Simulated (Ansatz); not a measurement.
PtAu (model structure, Pm-3m, No. 221, 2 atoms in the cell)

The numbers are results of PBE (Ansatz, a quantum-chemistry and plane-wave program, plane waves, PAW), not measurements.

Settings: plane-wave cutoff 520 eV, scalar-relativistic PAW data made under PBE.

Cell (relaxed at this level):

```xyz
2
Lattice="3.2265 0.0000 0.0000 0.0000 3.2265 0.0000 0.0000 0.0000 3.2265" Properties=species:S:1:pos:R:3 pbc="T T T"
Au     0.0000     0.0000     0.0000
Pt     1.6132     1.6132     1.6132
```

| Quantity | Result |
|---|---|
| bulk modulus B0 | 186 GPa |

Note: the bulk modulus is −V dP/dV from two relaxed cells at ±2 % in volume; the relaxation could raise the start's symmetry but not lower it, so the cell can be a saddle point.

Spin–orbit coupling is not included; it can shift volumes and moduli of such heavy elements.

Computed values are for the static lattice.

Cost on a shared machine: very roughly 29 core-seconds.

A model structure was made by putting elements into a prototype or built by hand; it is no filed structure, need not be a known phase, and can be a saddle point held by its symmetry.
